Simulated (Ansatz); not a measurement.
## A computed series for MnPt: response to strain

Base system: MnPt (space group P4/mmm, No. 123; a = 2.859 Å, c = 3.511 Å; ferromagnetic; relaxed with 0.1 eV smearing). Axes: x, y, z lie along a, b, c of the conventional cell.

Strains are applied to the cell and any free atomic positions relax.

Level of theory: DFT with PBEsol, PAW potentials and a 420 eV plane-wave cutoff in Ansatz (an electronic-structure program), spin-orbit coupling left out.

Candidates:
(a) strain tensor (xx, yy, zz, yz, xz, xy) = (+1.84, +0.40, −1.17, −1.13, −0.17, +0.94) %
(b) uniaxial strain ε_zz = −4.90 %
(c) uniaxial strain ε_yy = −5.56 %
(d) tensor shear ε_xy = −3.94 %
(e) isotropic strain −4.51 %

Notes on the quantities. energy relative to the base: free energy F.

Problem. Order them by energy relative to the base, lowest first.

Solution. (a) strain tensor (xx, yy, zz, yz, xz, xy) = (+1.84, +0.40, −1.17, −1.13, −0.17, +0.94) % (+5.7 meV/atom), (d) tensor shear ε_xy = −3.94 % (+18 meV/atom), (b) uniaxial strain ε_zz = −4.90 % (+30 meV/atom), (c) uniaxial strain ε_yy = −5.56 % (+40 meV/atom), (e) isotropic strain −4.51 % (+159 meV/atom)

Other magnetic orders, which the real material may have, were not ruled out. Whether these cells are dynamically stable was not tested.
